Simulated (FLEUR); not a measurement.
Input and output of a self-consistent single point for BiSbPd₂ (P-6m2, 4 atoms in the cell) (FLEUR).

Computed with LDA (Perdew-Zunger), all-electron FLAPW (FLEUR), scalar-relativistic valence.

```
BiSbPd2
1.0
    4.13436     0.00000     0.00000
   -2.06718     3.58046     0.00000
    0.00000     0.00000     5.61679
Sb Bi Pd
1 1 2
Direct
  0.66667   0.33333   0.00000
  0.00000   0.00000   0.50000
  0.33333   0.66667   0.75651
  0.33333   0.66667   0.24349
```

Reference input (self-consistent single point, DFT, PBEsol, all-electron FLAPW (FLEUR), scalar-relativistic valence): Kmax = 4.3 1/bohr; GmaxXC = 17.2 1/bohr; xcFunctional = PBEs; jspins = 1; l_soc = F; mode = hist; fermiSmearingEnergy = 0.00367493 Htr; mesh (inpgen div1-3) = 6 6 4; inpgen gamma flag = true; Gmax = 17.2 1/bohr; numbands = 0; maxIterBroyd = 15. This run's input differs from it in these lines:

```diff
@@ -16,3 +16,3 @@
 &comp jspins=1 /
-&exco xctyp='PBEs' /
+&exco xctyp='pz' /
 &kpt div1=6 div2=6 div3=4 gamma=t /
@@ -29,3 +29,3 @@
       <coreElectrons ctail="T" frcor="F" kcrel="0" coretail_lmax="0"/>
-      <xcFunctional name="PBEs" relativisticCorrections="F"/>
+      <xcFunctional name="pz" relativisticCorrections="F"/>
       <magnetism jspins="1"/>
```

Output, abridged:

```
 Iteration:     1   Distance:       7.47065431 me/bohr^3
 Iteration:     2   Distance:       6.69044358 me/bohr^3
 Iteration:     3   Distance:       3.28114516 me/bohr^3
 Iteration:     4   Distance:       1.44451840 me/bohr^3
 Iteration:     5   Distance:       0.98450321 me/bohr^3
   [... 10 lines left out ...]
 Iteration:    16   Distance:       0.00004982 me/bohr^3
 Iteration:    17   Distance:       0.00003112 me/bohr^3
 Iteration:    18   Distance:       0.00001290 me/bohr^3
 Iteration:    19   Distance:       0.00000556 me/bohr^3
 Reset of history
 Run finished successfully
 Stop message:
   Structural relaxation: new displacements generated

[file out, last iteration]
             iter=     20
[...]
          total density-effective poten   -6.5876281299E+04
          total charge density-energy d   -8.3134666542E+02
 Updated energy parameters for spin:           1
[...]
 fermi energy and band-weighting factors:

[...]
FERMIE:
          first approx. to ef    (T=0)  :   0.391168 htr   (energy of the highest occ. eigenvalue)
          number of occ. states  (T=0)  :        647
          first approx. to seigv (T=0)  : -21.456448 htr
          sum of weights of occ. states :  31.000000
          sum of semicore charge        :   0.000000 e
FERHIS:  Fermi-Energy by histogram:
          bandgap                     :   0.000848 htr
   [... lines left out ...]
          charge neutrality (T=0)     :   0.000000    (zero if the highest occ. eigenvalue is "entirely" occupied)
     EF_NEWTON:  Adjust Fermi-Energy by Newton-Method.
 Direct bandgap for spin            1 :    7.6811153864078108E-003  Htr
 ---->    free energy=                    -38132.9745470521 htr
   [... lines left out ...]
 TOTAL FORCE FOR ATOM TYPE=  1  X= -3.906   Y=  2.255   Z=  0.000
                       FX_TOT= 0.000000 FY_TOT= 0.000000 FZ_TOT= 0.000000
 TOTAL FORCE FOR ATOM TYPE=  2  X=  0.000   Y=  0.000   Z=  5.307
                       FX_TOT= 0.000000 FY_TOT= 0.000000 FZ_TOT= 0.000000
 TOTAL FORCE FOR ATOM TYPE=  3  X=  3.906   Y= -2.255   Z= -2.584
                       FX_TOT= 0.000000 FY_TOT= 0.000000 FZ_TOT= 0.000064
```

The run converged in 19 iterations. FLEUR gives forces in its relaxation mode, with a further iteration, so its stop message speaks of a relaxation. Against the reference run the largest force goes from 0.010 to 0.003 eV/Å.

The starting cell comes from a database of computed structures (which also holds hypothetical and non-ambient phases and stackings), without a prior relaxation at this level. Its lattice was rescaled by a random factor within 2.5 % of one. Spin-orbit coupling is off. Spin polarisation is off. Values depend on the basis (sphere radii, cutoffs, local orbitals), which need not be converged. The log's line on a gap gives a spacing of levels on this mesh, which the program prints for metals too.

Cost on one core of a shared machine: roughly 3 min.
